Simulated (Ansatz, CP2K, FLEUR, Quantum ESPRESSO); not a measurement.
# One structure in several programs: LaGe3Ir (I4mm, 5 atoms in the cell)

Self-consistent single point.

```xyz
5
Lattice="-2.2245 2.2245 5.0538 2.2245 -2.2245 5.0538 2.2245 2.2245 -5.0538" Properties=species:S:1:pos:R:3 pbc="T T T"
La     0.0000     0.0000     5.8475
Ge     2.2245     0.0000     3.4632
Ge     0.0000     2.2245     3.4632
Ge     0.0000     0.0000     0.0050
Ir     0.0000     0.0000     2.4134
```

Shared settings, as Ansatz (an electronic-structure program) writes them: kpoints.mp_grid.grid = 6 6 6; scf.occupations.method = fermi_dirac; scf.occupations.width = 0.1 eV. Potentials and cutoffs stand in the table.

| code | model | pressure (GPa) | largest force (eV/Å) | cutoff |
|---|---|---|---|---|
| Ansatz | LDA (PW92), PAW files made with PBE | -5.11 | 0.163 | 420 eV |
| CP2K | LDA (Pade form), GPW, DZVP-MOLOPT-SR-GTH basis, GTH-PADE potentials (GTH_POTENTIALS) | -7.57 | 0.734 | grid 500 Ry |
| Quantum ESPRESSO | LDA (PZ), GBRV 1.5 ultrasoft (LDA) pseudopotentials | -5.13 | 0.149 | 50 Ry |
| FLEUR | LDA (Perdew-Zunger), all-electron FLAPW (FLEUR), scalar-relativistic valence | – | 0.157 | Kmax 3.8 1/bohr |

Size of the force on each atom (eV/Å): Sizes of forces hide their directions.

```json
[
 {"code": "Ansatz", "La1": "0.034", "Ge2": "0.100", "Ge3": "0.100", "Ge4": "0.163", "Ir5": "0.072"},
 {"code": "CP2K", "La1": "0.051", "Ge2": "0.397", "Ge3": "0.397", "Ge4": "0.734", "Ir5": "0.112"},
 {"code": "Quantum ESPRESSO", "La1": "0.027", "Ge2": "0.097", "Ge3": "0.097", "Ge4": "0.149", "Ir5": "0.072"},
 {"code": "FLEUR", "La1": "0.019", "Ge2": "0.100", "Ge3": "0.100", "Ge4": "0.157", "Ir5": "0.050"}
]
```

A dash marks a value that a program does not give, or that is left out as unsure.

On Ansatz's run: spin-orbit coupling is off. Spin polarisation is off.

The spread over the programs that give each value: pressure within 2.46 GPa; largest force within 0.585 eV/Å.

CP2K uses small atom-centred bases, whose incompleteness enters pressures, forces and empty levels differently from a plane-wave cutoff. FLEUR treats all electrons, but the usual bases taken here (sphere radii, linearisation, local orbitals, empty states) were not tested for convergence, so the values are no reference for the others. Ansatz's pressure is given at a fixed set of plane waves, as the other plane-wave codes print theirs; with its correction for the finite basis it is -5.07 GPa. The same LDA comes in different parametrisations, which differ slightly. In the pressure, CP2K (by 2.45) lies more than 1 GPa from the median of the plane-wave programs.

The starting cell comes from a database of computed structures (which also holds hypothetical and non-ambient phases and stackings), without a prior relaxation at this level. Its lattice was rescaled by a random factor within 2.5 % of one.

Keys are those of Ansatz 0.2.
